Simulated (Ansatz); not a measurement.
Functionals compared on a constructed model of the (0001) surface of hcp Os, a pseudomorphic layer of W in the host's stacking (bottom of the slab: a bare face, its two planes held), in Ansatz (plane waves, PAW). The structure was relaxed with PBE; the other rows are single points on it. Cutoff 420 eV (500 eV for r2SCAN).

Model: 7-atom slab, 13.6 Å thick at the start, 16x16x1 mesh, Fermi-Dirac 0.1 eV, dipole correction, 2 atoms held, the rest relaxed; start symmetry kept, larger cells not searched; no spin, no spin-orbit, no U. It is one candidate, not shown to be the stable structure of the face. These notes are the PBE run's.

| functional | work function of the top face (eV) | rough cost of the single point |
|---|---|---|
| PBE | 5.23 | – |
| RPBE | ? | roughly 40 core-seconds |
| r2SCAN | 5.33 | roughly 70 core-seconds |

Fill in the missing entries.


- RPBE, work function of the top face (eV): 5.10

Ansatz is a quantum-chemistry and plane-wave program.
